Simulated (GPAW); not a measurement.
Worked example: self-consistent single point of YC2 (P1, 3 atoms in the cell) in GPAW.

Method of the run: LDA (Perdew-Wang 92), GPAW PAW datasets LDA (gpaw-data 1.0.1) (plane waves; GPAW).

```yaml
crystal:
  lattice:
    - [-1.83685, 1.83685, 3.09306]
    - [1.83685, -1.83685, 3.09306]
    - [1.83685, 1.83685, -3.09306]
  atoms:
    - { symbol: Y, position: [0.98927, 0.00852, 0.00497] }
    - { symbol: C, position: [0.61680, 0.59278, 0.99330] }
    - { symbol: C, position: [0.39393, 0.39870, 0.00174] }
```

Reference input (self-consistent single point, DFT PBEsol, plane waves, GPAW PAW datasets PBEsol (made by gpaw-setup)): mode = pw; ecut = 900 eV; xc = PBEsol; kpts = 7 7 9; mesh shift (steps) = 0 0 0; occupations.name = fermi-dirac; occupations.width = 0.1 eV; nbands = -7; convergence.density = 1e-05 e/electron; convergence.energy = 1e-05 eV/electron; symmetry.symmorphic = false; symmetry.tolerance = 0.0005. This run's input differs from it in these lines:

```diff
@@ -14,3 +14,3 @@
 calc = GPAW(mode={'name': 'pw', 'ecut': 900},
-            xc='PBEsol',
+            xc='LDA',
             kpts=(7, 7, 9),
```

Its files differ too (potentials: GPAW PAW datasets LDA (gpaw-data 1.0.1)).

Output, abridged:

```
     iter     time        total  log10-change:
                         energy   eigst   dens
iter:   1 --:--:--   -28.422636
iter:   2 --:--:--   -27.919511   -1.28  -0.94
iter:   3 --:--:--   -26.161384   -0.54  -0.98
iter:   4 --:--:--   -26.206322   -2.04  -1.44
iter:   5 --:--:--   -26.142128   -2.15  -1.39
iter:   6 --:--:--   -26.107383   -2.18  -1.86
iter:   7 --:--:--   -26.107079   -4.00  -2.37
iter:   8 --:--:--   -26.106621   -3.67  -2.45
iter:   9 --:--:--   -26.106636   -4.83  -3.15
iter:  10 --:--:--   -26.106573c  -5.05  -3.22
iter:  11 --:--:--   -26.106577c  -6.69  -3.56
iter:  12 --:--:--   -26.106576c  -7.29  -3.58
iter:  13 --:--:--   -26.106569c  -6.43  -3.61
iter:  14 --:--:--   -26.106569c  -6.41  -3.69
iter:  15 --:--:--   -26.106568c  -7.11  -3.84
iter:  16 --:--:--   -26.106568c  -7.86c -3.92
iter:  17 --:--:--   -26.106568c  -7.97c -3.96
iter:  18 --:--:--   -26.106567c  -6.70  -4.02
iter:  19 --:--:--   -26.106567c  -7.96c -4.42
iter:  20 --:--:--   -26.106567c  -7.40c -4.49
iter:  21 --:--:--   -26.106567c  -8.67c -4.76
iter:  22 --:--:--   -26.106567c  -8.47c -4.77
iter:  23 --:--:--   -26.106567c  -9.08c -5.16c
Converged after 23 iterations.

Dipole moment: (-0.660190, 0.743462, 0.076127) |e|*Ang

Energy contributions relative to reference atoms: (reference = -94025.491499)

Kinetic:        +14.942247
Potential:      -16.053541
External:        +0.000000
XC:             -24.790736
Entropy (-ST):   -0.027353
Local:           -0.190860
SIC:             +0.000000
--------------------------
Free energy:    -26.120244
Extrapolated:   -26.106567

Showing only first 2 kpts
 Kpt  Band  Eigenvalues  Occupancy
  0     7      4.80442    2.00000
  0     8      4.81940    2.00000
  0     9      7.39402    1.98988
  0    10      7.41465    1.98757

  1     7      4.14913    2.00000
  1     8      4.64822    2.00000
  1     9      7.02321    1.99975
  1    10      8.10552    0.27551

Fermi level: 7.92212

No gap
No difference between direct/indirect transitions
Energy (eV): -26.106567

Forces in eV/Ang:
  0 Y    -0.44326    0.26933    0.33113
  1 C     0.57288   -0.32134   -1.51000
  2 C    -0.12955    0.05197    1.17867

Stress tensor:
     0.041766     0.002322    -0.000543
     0.002322     0.040755    -0.001241
    -0.000543    -0.001241     0.077597
Stress (GPa, Voigt): [ 6.6916  6.5297 12.4324 -0.1988 -0.087   0.372 ]
```

The run converged in 23 iterations. GPAW prints stress with tension positive. Against the reference run the largest force goes from 1.257 to 1.647 eV/Å.

At such cutoffs GPAW's stress carries a finite-basis (Pulay) error, which enters relaxed cells too; its log prints stress with tension positive.

The starting cell comes from a database of computed structures (which also holds hypothetical and non-ambient phases and stackings), without a prior relaxation at this level. Its atoms were displaced at random from the sites of space group no. 139. Forces in this geometry exceed 1 eV/Å.

Cost on one core of a shared machine: roughly 5 min.
